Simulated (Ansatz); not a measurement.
Several settings converged on PdPt (R3m, 2 atoms in the cell)

```
PdPt
1.0
    1.37648     0.79471     4.53756
   -1.37648     0.79471     4.53756
    0.00000    -1.58943     4.53756
Pd Pt
1 1
Direct
  0.00367   0.00367   0.00367
  0.50000   0.50000   0.50000
```

Base method: PBEsol, default PAW files made with PBE (plane waves; Ansatz, a quantum-chemistry and plane-wave program).

Base settings: basis.ecutwfc = 420 eV; kpoints.mp_grid.grid = 14 14 14; hamiltonian.xc = pbesol; hamiltonian.pseudopotentials = {kind: paw} (the program's default PAW files); scf.occupations.method = fermi_dirac; scf.occupations.width = 0.1 eV.

The count of work is k-points × plane waves × bands × iterations; it is no time. Core times come from one kind of shared machine, to one figure; runs under 30 s give none.

**The cutoff for other potential files**

Level: DFT, PBEsol, plane waves, harder PAW files (source: ansatz) made with PBE.

In this ladder: hamiltonian.pseudopotentials = {kind: paw, source: ansatz}.

The second cell is the first with its lattice scaled by 0.98.

The mesh stays at the base's, so the ladder's end is converged at best in this setting alone.

The first pressure column holds Ansatz's estimate of the finite-basis (Pulay) stress, which hides part of the cutoff error; the other is without it.

Only quantities that move along the ladder and can be compared are tabulated.

| basis.ecutwfc | free energy less the last step's (meV/atom) | energy of the compressed cell less the first (meV/atom) | pressure (GPa) | pressure without the Pulay estimate (GPa) | largest difference of a force vector from the last step's (eV/Å) | count of work / last | core time / last (rough) |
|---|---|---|---|---|---|---|---|
| 270 eV | 13071.22 | -20.76 | -12.70 | -593.27 | 0.631 | 0.10 | – |
| 330 eV | 3147.47 | -12.06 | -9.10 | -193.78 | 0.185 | 0.12 | – |
| 420 eV | 244.47 | 35.09 | -2.13 | -24.95 | 0.016 | 0.20 | – |
| 510 eV | 9.77 | 34.16 | -1.67 | -3.10 | 0.001 | 0.28 | – |
| 600 eV | 1.02 | 34.44 | -1.62 | -1.63 | 0.000 | 0.36 | – |
| 720 eV | 0.76 | 34.44 | -1.62 | -1.63 | 0.000 | 0.46 | 0.4 |
| 900 eV | 0.40 | 34.45 | -1.62 | -1.63 | 0.000 | 0.65 | 0.6 |
| 1200 eV | 0.00 | 34.45 | -1.62 | -1.63 | 0.000 | 1.0 | 1 |

Coarsest basis.ecutwfc that holds the forces within 0.02 eV/Å of the last step, with all finer ones: 420 eV, at 0.20 of the last step's count of work; the step before is off by 0.19 eV/Å.

Coarsest basis.ecutwfc that holds the pressure without the Pulay estimate within 1 GPa of the last step, with all finer ones: 600 eV, at 0.36 of the last step's count of work; the step before is off by 1.5 GPa.

Coarsest basis.ecutwfc that holds the free energy within 2 meV/atom of the last step, with all finer ones: 600 eV, at 0.36 of the last step's count of work; the step before is off by 9.8 meV/atom.

The energy difference between the two cells stays within 1 meV/atom of the last step's from 420 eV on, the total only from 720 eV on: much of the error is common to both cells and cancels.

At the lowest cutoff the pressure without the Pulay estimate lies 592 GPa under the last step's, the usual sign of Pulay stress in an incomplete plane-wave basis.

**The density cutoff**

The second cell is the first with its lattice scaled by 0.98.

The mesh stays at the base's, so the ladder's end is converged at best in this setting alone.

Only quantities that move along the ladder and can be compared are tabulated.

| basis.ecutrho_ratio | energy of the compressed cell less the first (meV/atom) |
|---|---|
| 2 | 33.98 |
| 3 | 34.31 |
| 4 | 34.31 |
| 5 | 34.31 |
| 6 | 34.31 |
| 8 | 34.31 |
| 10 | 34.31 |
| 12 | 34.31 |
| 16 | 34.31 |

Coarsest basis.ecutrho_ratio that holds the energy of the compressed cell less the first within 0.2 meV/atom of the last step, with all finer ones: 3; the step before is off by 0.33 meV/atom.

**The relaxed cell against the cutoff**

On PdPt (R-3m, 2 atoms in the cell): atoms on their sites.

In this ladder: relax = cell and atoms.

The mesh stays at the base's, so the ladder's end is converged at best in this setting alone.

Only quantities that move along the ladder and can be compared are tabulated.

| basis.ecutwfc | relaxed volume (Å³/atom) | relaxation steps | core time / last (rough) |
|---|---|---|---|
| 250 eV | 15.029 | 32 | 1 |
| 295 eV | 14.756 | 14 | 0.6 |
| 355 eV | 14.763 | 8 | 0.5 |
| 420 eV | 14.766 | 6 | 0.4 |
| 505 eV | 14.765 | 6 | 0.5 |
| 630 eV | 14.764 | 6 | 0.6 |
| 840 eV | 14.764 | 6 | 1 |

Coarsest basis.ecutwfc that holds the relaxed volume within 0.074 Å³/atom of the last step, with all finer ones: 295 eV; the step before is off by 0.27 Å³/atom.

At the lowest cutoff the cell relaxes to a volume 1.8 % larger than at the highest. Ansatz relaxes on a stress corrected for the finite basis.

On the base run: the starting cell comes from a database of computed structures (which also holds hypothetical and non-ambient phases and stackings), without a prior relaxation at this level. Its lattice was rescaled by up to half a per cent. One atom was moved a little off its site on purpose. Spin polarisation is off.

Left out of this page: 1 run of the series stopped by limits of time or memory.

Keys are those of Ansatz 0.2.
